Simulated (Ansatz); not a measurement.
Take TiO₂ in the rutile structure (space group P4_2/mnm, No. 136; a = 4.591 Å, c = 2.939 Å) as the base.

The change: Sn takes the place of Ti on all its sites; the structure is relaxed again.

Levels (all Ansatz, a first-principles code, PAW): PBEsol (420 eV, scalar-relativistic without spin-orbit coupling); r2SCAN (500 eV, no SOC).

The geometry is relaxed with PBEsol.

- PBEsol width of the top valence band = 1.24 eV
- PBEsol lowest conduction level above the VBM at special points = Γ 0.92 eV; X 4.14 eV; M 4.54 eV; A 4.56 eV
- PBEsol gap character = direct at Γ

**Question.** How does going to r2SCAN change the width of the top valence band, lowest conduction level above the VBM at special points and gap character?

**Answer.** The width of the top valence band stays essentially unchanged (1.24 eV against 1.25 eV); the lowest conduction level above the VBM at special points goes from Γ 0.92 eV; X 4.14 eV; M 4.54 eV; A 4.56 eV to Γ 1.68 eV; X 4.90 eV; M 5.33 eV; A 5.45 eV; the gap character stays direct at Γ.

Single points use the geometry relaxed with PBEsol. Whether these cells are dynamically stable was not tested. All final runs are without spin polarisation.
